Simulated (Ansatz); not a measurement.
# Hypothetical zinc blende PbTe, pressure series

Consider PbTe in the zinc blende structure (space group F-43m, No. 216; a = 7.285 Å; a hypothetical phase, not in the database extracts checked).

Cell and atoms are relaxed at each pressure.

Method: Kohn–Sham DFT with the r2SCAN functional, run in Ansatz (a first-principles code) with PAW and 500 eV plane waves, no spin-orbit coupling, earlier PAW set.

Notes on the quantities. enthalpy: H = E + PV relative to the base's energy.

```json
[
 {"variant": "base", "band gap": "0.75 eV", "lattice parameter a": "7.285 Å", "enthalpy": "–"},
 {"variant": "pressure −2 GPa", "band gap": "0.94 eV", "lattice parameter a": "7.506 Å", "enthalpy": "-0.63 eV/atom"},
 {"variant": "pressure −1 GPa", "band gap": "0.84 eV", "lattice parameter a": "7.385 Å", "enthalpy": "-0.31 eV/atom"},
 {"variant": "pressure 3 GPa", "band gap": "0.51 eV", "lattice parameter a": "7.065 Å", "enthalpy": "+0.86 eV/atom"},
 {"variant": "pressure 7 GPa", "band gap": "0.22 eV", "lattice parameter a": "6.861 Å", "enthalpy": "+1.91 eV/atom"},
 {"variant": "pressure 15 GPa", "band gap": "zero", "lattice parameter a": "6.585 Å", "enthalpy": "+3.80 eV/atom"},
 {"variant": "pressure 30 GPa", "band gap": "zero", "lattice parameter a": "6.268 Å", "enthalpy": "+6.89 eV/atom"},
 {"variant": "pressure 50 GPa", "band gap": "zero", "lattice parameter a": "6.001 Å", "enthalpy": "+10.48 eV/atom"},
 {"variant": "pressure 75 GPa", "band gap": "zero", "lattice parameter a": "5.783 Å", "enthalpy": "+14.45 eV/atom"},
 {"variant": "pressure 100 GPa", "band gap": "zero", "lattice parameter a": "___", "enthalpy": "+18.07 eV/atom"}
]
```

Task: Fill in the withheld entries from the trend.

Result: 
- pressure 100 GPa, lattice parameter a: 5.625 Å

The mesh was chosen for an insulator and is coarse for the gapless case. Spin-orbit coupling, missing from the scalar runs, can matter with Pb and Te. Load acts through the strain it causes; cell and atoms are relaxed under it. No phonon test of stability was made. Competing high-pressure phases were not computed. The final runs are not spin-polarised. A zero or small gap of PbTe under pressure 7 GPa, PbTe under pressure 15 GPa and PbTe under pressure 30 GPa can be the functional's error rather than a property of the material.
